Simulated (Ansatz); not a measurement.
Hf under load (space group P6_3/mmc): band-structure transport figures

```yaml
crystal:
  lattice:
    - [3.07450, 0.00000, 0.00000]
    - [-1.53725, 2.66260, 0.00000]
    - [0.00000, 0.00000, 4.88552]
  atoms:
    - { symbol: Hf, position: [0.33333, 0.66667, 0.25000] }
    - { symbol: Hf, position: [0.66667, 0.33333, 0.75000] }
```

These are PBEsol, rigid bands (plane waves, PAW, scalar-relativistic; Ansatz, a program for electronic structure) values and carry that method's errors. Condition of this run: hydrostatic pressure 10 GPa (the target of the relaxation). How the cell was made: cell and atoms relaxed with PBEsol, then loaded as said.

```json
{
 "density of states at the Fermi level": "1.40 states/(eV·cell), both spins",
 "bare Sommerfeld coefficient": "1.65 mJ/(mol of atoms·K²)",
 "drude_plasma_energy": "4.4 (x), 4.4 (y), 4.7 (z) eV",
 "root-mean-square Fermi velocity": "4.7e5 m/s",
 "resistivity times τ": "26 (x), 26 (y), 22 (z) ×10⁻²² Ω·m·s"
}
```

A metal at this level (no band gap); rigid bands, thermally averaged at 300 K, both spins. Spin-orbit coupling is left out, which matters with elements this heavy. τ is one relaxation time for all states.
